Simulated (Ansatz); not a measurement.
Consider SiO2 in the rutile structure (space group P4_2/mnm, No. 136; a = 4.155 Å, c = 2.661 Å). Axes: x, y, z lie along a, b, c of the conventional cell.

The values are results of Kohn–Sham DFT with the LDA functional, run in Ansatz (a first-principles code) with PAW and 420 eV plane waves, no spin-orbit coupling, not measurements.

Modification: the cell is compressed by 1.80 % along x with no lateral relaxation, atoms relaxed at fixed cell.

Task: Predict the stress tensor and what it implies for the stiffness.

Result: Stress of the strained cell less that of the base (GPa, compression positive):
```
   8.43    0.00    0.00
   0.00    4.41    0.00
   0.00    0.00    3.54
```

Then −Δσ_ii/ε with ε = -0.0180 gives secant stiffness values (nonlinear terms included at this strain): C11 ≈ 468 GPa, C12 ≈ 245 GPa and C13 ≈ 197 GPa.

No phonon test of stability was made.
